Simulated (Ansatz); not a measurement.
GdSi (Pnma, No. 62) was calculated with r²SCAN+rVV10 in Ansatz (PAW).

Numerical settings: plane-wave cutoff 500 eV, 8×10×6 k mesh (along the axes of the cell as run), Fermi–Dirac smearing 0.05 eV, spin-polarised start, scalar-relativistic PAW data made under PBE.

Computed at the level's own relaxed cell.

Q: Estimate the volume per atom that the calculation returns.

A: 
volume per atom: 22.04 Å³/atom

Note: the magnetic order was assumed, not searched for or taken from measurement; the 4f shell is treated without U or exact exchange, so its levels and filling can be wrong.

Spin–orbit coupling is not included.

Computed values are for the static lattice.

Cost on a shared machine: roughly 28 core-minutes.

Ansatz is an electronic-structure program.
